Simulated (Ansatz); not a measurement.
**MoTe2: response to strain**

Consider MoTe2 in the 2H-MoS2 type structure (space group P6_3/mmc, No. 194; layered, stacked along the Cartesian z axis).

```xyz
6
Lattice="3.5419 0.0000 0.0000 -1.7710 3.0674 0.0000 0.0000 0.0000 14.1820" Properties=species:S:1:pos:R:3 pbc="T T T"
Mo     0.0000     2.0449    10.6365
Mo     1.7710     1.0225     3.5455
Te     0.0000     2.0449     1.7511
Te     1.7710     1.0225     8.8421
Te     1.7710     1.0225    12.4309
Te     0.0000     2.0449     5.3399
```

Cartesian axes are those of the cell as printed.

Strains are applied to the cell and any free atomic positions relax; under stress the whole cell relaxes.

Method: Kohn–Sham DFT with the r2SCAN+rVV10 functional, run in Ansatz (an electronic-structure program) with PAW and 500 eV plane waves, scalar-relativistic without spin-orbit coupling, earlier PAW set.

Candidates:
(a) uniaxial strain ε_xx = −4.95 %
(b) uniaxial stress, 3 GPa compression along z
(c) uniaxial strain ε_yy = +3.80 %

Notes on the quantities. energy relative to the base: free energy F.

Question: Order them by energy relative to the base, highest first.

Answer: (a) uniaxial strain ε_xx = −4.95 % (+29 meV/atom), (c) uniaxial strain ε_yy = +3.80 % (+14 meV/atom), (b) uniaxial stress, 3 GPa compression along z (+10 meV/atom)

Stability under load was not tested beyond the relaxation.
